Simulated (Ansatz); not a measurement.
The slab is Si(111) 1x1 surface, 6 top atoms, 3 bilayers, bottom bilayer H-capped and fixed, every top atom capped by Cl; cell 11.5 x 6.6 Å; about 7 Å thick over the host's atoms, 18 atoms held. These are PBE-D3(BJ) (plane waves to 420 eV, PAW; Ansatz, a program for electronic structure) values and carry that method's errors. Sampling: 1x2x1 k points. Some slab states were started with spin and the others were run without it. Slab thickness, cell and mesh are as stated and are not converged limits. All energies are electronic energies at 0 K, without vibrations. Each state was relaxed from one prepared geometry.

One CF3 a cell is brought to Si(111):Cl. Relaxed result near the molecule:

| atom | x (Å) | y (Å) | z (Å) |
|---|---|---|---|
| C(d0) | 7.716 | 2.259 | 14.312 |
| F(d1) | 6.556 | 1.746 | 14.718 |
| F(d2) | 7.857 | 3.517 | 14.724 |
| F(d3) | 8.740 | 1.505 | 14.707 |

**Question.** What is the adsorption energy against the free CF3 and the slab before, and how much of it is dispersion?

**Answer.** -0.13 eV (negative: bound); the D3 term gives -0.12 eV of it, the free CF3 being spin-polarised. Its closest contacts to the rest of the cell: C(d0)...Cl(47) 3.49 Å, C(d0)...Cl(46) 3.53 Å, C(d0)...Cl(31) 3.54 Å.
